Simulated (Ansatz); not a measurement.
Model glasses of amorphous SiO2, 73 to 79 atoms (Si24O48 before any change). Each row is one cell at a composition chosen by hand, melted whole on the CHGNet potential with the anions pushed apart under 1.9 Å, quenched within some picoseconds, far faster than a real film, and relaxed with PBE, scalar-relativistic without spin-orbit coupling (plane waves to 420 eV, PAW; Ansatz, a quantum-chemistry and plane-wave program). Each is the lower in DFT energy of 2 quenches. Cycles of charging and discharging were tried on the cells ahead of these points, and a cell that came back lower was taken. The column on the box says what of it was relaxed with the atoms; held means as the quench left it. Cells that kept moments or hold spare charge are left out. So are cells far out in the fitted variable, so that no row sets the line alone.

At the relaxed places, the spacing of the highest filled and the lowest empty level was computed at the zone centre with PBE and with HSE06, without spin polarisation, or with spin where the moments then died out. A level counts as spread where PBE shares it among more than a fifth of the atoms; else the element of the atom with the largest weight is named. Formal charges balance in every cell (each cation at its usual highest valence, Cu and Ag at +1, Sb at +3, H at +1, O at −2, N at −3, F and Cl at −1). Exact exchange is cut at the faces of these small cells, which leaves the hybrid a finite-size error. Where a level is localised, the spacing isn't the band gap.

```
cell             change               box  highest filled on  lowest empty on  spacing, PBE (eV)  spacing, HSE06 (eV)
----------  -----------  ----------------  -----------------  ---------------  -----------------  -------------------
Si24O49K2    +2 K, +1 O  volume and shape                  O           spread               2.73                 4.36
Si24O49Na2  +2 Na, +1 O  volume and shape                  O           spread               3.32             withheld
Si24O49Be   +1 Be, +1 O             shape                  O           spread               3.61                 5.40
Si24O49Ba   +1 Ba, +1 O             shape                  O           spread               4.01                 5.63
Si24O53Ta2  +5 O, +2 Ta             shape                  O               Ta               4.17                 5.87
Si24O51Sb2  +3 O, +2 Sb             shape                  O           spread               4.38                 6.08
Si24O51Y2    +3 O, +2 Y              held                  O           spread               4.56                 6.27
Si24O47F2    +2 F, −1 O  volume and shape                  O           spread               5.23                 7.09
```

Task: Fit a straight line of the last column on the one before it through the 7 full rows, and predict the withheld value for Si24O49Na2.

Result: Means: x = 4.099, y = 5.814. Slope = Σ(Δx Δy) / Σ(Δx²) = 3.9414 / 3.6969 = 1.066; intercept = 5.814 − (1.066) × 4.099 = 1.444 eV; r.m.s. residual 0.062 eV. Prediction: 1.444 + (1.066) × 3.32 = 4.98 eV. The run gave 4.97 eV, a miss of 0.01 eV, within the residual.

In Si24O49K2 the spacing lies under 0.8 of the table's widest and a localised level on an atom of the host, not next to a guest, bounds it: there a defect of the quenched network is a likely cause.
